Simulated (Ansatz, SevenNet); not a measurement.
Ladder of methods for the elastic constant C12 of C11b WSi₂

Reference value: 122 GPa (measured, temperature not stated, not corrected to a static lattice; as tabulated in Friák et al. (2018), doi:10.3390/nano8121057).

Problem. Put these levels in order of the elastic constant C12 that they give for C11b WSi₂, smallest first: PBE (Ansatz, a first-principles code), PBEsol (Ansatz), SevenNet-0 (SevenNet), SevenNet-l3i5 (SevenNet).

Solution. PBE (114 GPa), PBEsol (126 GPa), SevenNet-0 (163 GPa), SevenNet-l3i5 (229 GPa)

Unless a cell is named, each level is at its own relaxed cell (SevenNet-0 13.70, SevenNet-l3i5 13.70, PBE 13.67, PBEsol 13.36 Å³/atom).

Differences against the reference: SevenNet-0 +34 %, SevenNet-l3i5 +88 %, PBE -6.6 %, PBEsol +3.3 %.

The reference has no zero-point or thermal correction, while the calculations are for a static lattice, so the differences are not the levels' errors alone.  Density-functional levels without +SOC have no spin–orbit coupling. Each level is taken at its own relaxed cell. Ansatz's density-functional and Hartree–Fock values are scalar-relativistic unless marked +SOC, with PAW data made under PBE.

Machine-learned potentials (SevenNet-0, SevenNet-l3i5) are trained on DFT data, which may include these solids.

Differences are worked out from the printed values.
